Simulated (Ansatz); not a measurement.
## Ca2Ge (Fm-3m, No. 225, 3 atoms in the cell; start mp-1009755)

All values below come from HSE06+SOC (Ansatz, an electronic-structure program, PAW).

Settings: plane-wave cutoff 460 eV, 6×6×6 k mesh, Fermi–Dirac smearing 0.01 eV, PAW data made under PBE.

Cell (relaxed with PBEsol):

Space group Fm-3m (No. 225); a = 7.1153 Å, b = 7.1153 Å, c = 7.1153 Å, α = 90.00°, β = 90.00°, γ = 90.00°

| atom | site | symmetry | x | y | z |
|---|---|---|---|---|---|
| Ca | 8c | -43m | 0.2500 | 0.2500 | 0.2500 |
| Ge | 4a | m-3m | 0.0000 | 0.0000 | 0.0000 |
(The calculation used a cell of 3 atoms; values per cell refer to that cell.)

- band gap = 0.98 eV (on the SCF k mesh) (indirect)
- smallest direct gap on the k points sampled = 1.01 eV
- Γ–Γ gap = 2.27 eV

Note: cell and atoms aren't relaxed at this level (pressure 1.5 GPa).

Static lattice: no zero-point or thermal effects.

A start named mp-… is a Materials Project structure, which need not be a measured phase.
